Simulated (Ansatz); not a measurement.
TiC: energy against strain

TiC (rock salt, Fm-3m, 9.892 Å³/atom at rest, cube axes along x, y and z) under a strain ε along a cube axis (axis z), the other axes held. PBEsol in Ansatz, a plane-wave DFT program (PAW, default set), 420 eV, 23×23×23 Γ-centred mesh, Fermi-Dirac smearing 0.10 eV; ions are relaxed within the symmetry of each cell.

Here s stands for strain and y for E less E0.

```
strain (%)  E less E0 (meV/atom)
----------  --------------------
-3.00                          ?
-1.50                       4.04
-1.00                       1.76
-0.50                       0.43
0.00                        0.00
0.50                        0.43
1.00                        1.67
1.50                        3.68
```

Using a parabola, estimate the missing y at s = -3.00 from the other rows, showing the fit.

Least squares gives y = 0.000 - 0.0900·s + 1.7152·s². Residuals (row less fit): 0.046, -0.045, -0.044, 0.000, 0.046, 0.045, -0.044; standard error 0.055 (degrees of freedom: 4). Twice the quadratic coefficient over the volume, 2 × 1.7152 meV × 10⁴ × 0.1602 / 9.892 Å³, is the elastic constant C11 = 556 ± 8 GPa. At the withheld row, y = 0.000 - 0.0900 × (-3.0) + 1.7152 × (-3.0)² = 15.707 meV/atom. The calculation gives 17.17 meV/atom, 1.463 meV/atom above the prediction (8.5 % of the range of y in the table). The row lies outside the fitted rows, so this is an extrapolation. From the scatter of the fitted rows alone, a prediction at this place has a standard error of 0.211 meV/atom, so the miss is 6.9 times that.

One order more, fitted to all 13 runs of the series, follows each within 0.02, so the miss is the next term of a smooth law. In a metal these values are sensitive to mesh and smearing; energies are taken to zero smearing, stresses follow the free energy. Rows are the converged runs of the series near zero and its far end; series whose fitted rows scatter by over a few per cent of the range, as at a crossing or softening among them, aren't shown in this form. Most that stay on the fit to the last digits aren't either.
